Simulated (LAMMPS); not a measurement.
MD of Fe (bcc) at zero pressure, 4394 atoms, as a liquid; each row is its own run.

Method: classical MD, pair style eam/fs, file VFe_mm.eam.fs, run in LAMMPS.

```csv
T (K),volume (Å³/atom)
1000,12.413
1270,12.633
1450,12.795
1630,12.970
1990,13.349
2260,13.655
2540,14.006
2900,14.504
```

**Question.** Fit a straight line, y = a + b x, to these rows (x is the first column, y the second) and predict the run at x = 1810.

**Answer.** Least squares gives a = 11.227 and b = 0.001097. At x = 1810 the fit predicts 13.214 Å³/atom. The run itself gave 13.153 ± 0.002 Å³/atom, so the fit is 0.46 % high.

Caution (rows 1000; 1270; 1450; 1630): this liquid lies under the melting point of about 1800 K that EAM-type VFe_mm.eam.fs gives, so it is undercooled.
